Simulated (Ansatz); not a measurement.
The starting structures come from a database of crystals and need not be the phases stable at ambient conditions.

Data:

```
CELL_PARAMETERS angstrom
      3.44382     0.00000     0.00000
      0.00000     3.44382     0.00000
      1.72191     1.72191     2.43515
ATOMIC_POSITIONS crystal
  Be 0.00000 0.00000 0.00000
  S  0.25000 0.75000 0.50000
```

Space group of this cell: F-43m, zinc blende. The cell is taken as given.

The numbers are results of r2SCAN (plane waves, PAW; Ansatz, a first-principles code), not measurements.

The current runs along the normal of the first two printed vectors; no spin-orbit coupling. Scaled by the factor s: both lengths across the current (ions clamped). The meshes follow the cell: 12×12×12 and 10×10 across at s = 0.98, 12×12×12 and 10×10 across at s = 1.00, 12×12×12 and 8×8 across at s = 1.02.

| s | mean pressure (GPa) | band gap (eV) |
|---|---|---|
| 0.98 | 4.1 | 3.40 |
| 1.00 | -0.1 | 3.59 |
| 1.02 | -3.7 | ? |

### Question
Take the slope of the band gap against ln s from the two given rows, extrapolate to s = 1.02, and say what the run there gives.

### Answer
Slope = (3.40 − 3.59) / ln 0.98 = 9.40 eV. The line gives 3.59 + (9.40) × ln 1.02 = 3.78 eV. The run gives 3.51 eV, 0.27 eV under the line, 143 % of the predicted step.
